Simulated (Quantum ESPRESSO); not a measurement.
**Pressure against volume in hcp Zr (space group 194) (Quantum ESPRESSO, PBE)**

```
CELL_PARAMETERS angstrom
      3.17257     0.00000     0.00000
     -1.58628     2.74752     0.00000
      0.00000     0.00000     5.05843
ATOMIC_POSITIONS crystal
  Zr 0.66667 0.33333 0.75000
  Zr 0.33333 0.66667 0.25000
```

Computed with PBE, PSlibrary PAW (PBE) pseudopotentials (plane waves; Quantum ESPRESSO 7.5). Settings: ecutwfc = 72 Ry; ecutrho = 432 Ry; occupations = smearing; smearing = fermi-dirac; degauss = 0.0036749 Ry; potentials = {Zr: Zr.pbe-spn-kjpaw_psl.1.0.0.UPF}; K_POINTS = automatic 21 21 11 0 0 0; conv_thr = 1e-10 Ry; mixing_beta = 0.5. The cell above is the first row's. The rows scale it uniformly. In all rows fractional positions and the k mesh are held.

```
V (Å^3/atom)  P (GPa)
------------  -------
22.046              ?
22.526           3.74
23.005           1.57
23.484          -0.42
23.963          -2.24
24.443          -3.90
24.922          -5.42
25.401          -6.81
25.881          -8.08
```

Fit P of the 8 rows that show it with a cubic. With u = V - 24.2, the rows have u = -1.6740, -1.1950, -0.7160, -0.2370, 0.2430, 0.7220, 1.2010, 1.6810. Least squares gives P = -3.079 - 3.4695·u + 0.3274·u² - 0.01998·u³. Residuals (row less fit): 0.000, 0.001, 0.000, -0.002, 0.003, 0.001, -0.002, 0.001; standard error 0.002 (degrees of freedom: 4). The fitted pressure is zero at V0 = 23.38, where dP/dV = -4.047, so B0 = -V0·dP/dV = 94.6 GPa.

Estimate the missing P (V = 22.046); what did the run itself give?

u = -2.1540, so P = -3.079 - 3.4695 × (-2.1540) + 0.3274 × (-2.1540)² - 0.01998 × (-2.1540)³ = 6.113 GPa. The calculation gives 6.11 GPa, which the fit meets to the printed digits. The row lies outside the fitted rows, so this is an extrapolation. From the scatter of the fitted rows alone, a prediction at this place has a standard error of 0.006 GPa, so the miss is 0.5 times that.

Carrying the step between the two nearest rows on in a straight line would have given 5.91, off by 0.20; series whose last step already gives the withheld value aren't shown. The scan was laid around a cell of about the measured size, scaled by a guess for this functional; axis ratios and inner coordinates come from that cell. The runs keep the symmetry of the cell, so they don't test it for distortions. The shape of the cell and the inner coordinates aren't relaxed, so V0 and B0 belong to this uniform scaling; a relaxed crystal lies no higher in energy and is usually softer. Cutoffs and mesh are single choices, not tested for convergence of this quantity. Series with a scatter that would blur these digits, or in which a gap closes, are not shown.
